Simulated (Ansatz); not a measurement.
Fluorite NiSi₂, treated with r²SCAN (Ansatz, a program for electronic structure, plane waves, PAW).

A relaxed, unreconstructed slab of the (111) face has 18 atoms, two equal faces of 12.561 Å² each and an energy of -42745.0614 eV. A bulk cell of 9 atoms with the same orientation and in-plane k mesh has -21373.4314 eV. Energies are extrapolated to zero smearing.

Numerical settings: plane-wave cutoff 500 eV, 18×18×1 k mesh (along the axes of the cell as run), Fermi–Dirac smearing 0.05 eV, scalar-relativistic PAW data made under PBE.

Worked out: γ = (E_slab − N E_bulk per atom)/2A = [-42745.0614 − 18 × (-21373.4314/9)]/(2 × 12.561) = 0.0717 eV/Å². With 16.022 J/m² per eV/Å² this is 1.15 J/m², or 0.90 eV per surface cell and face.
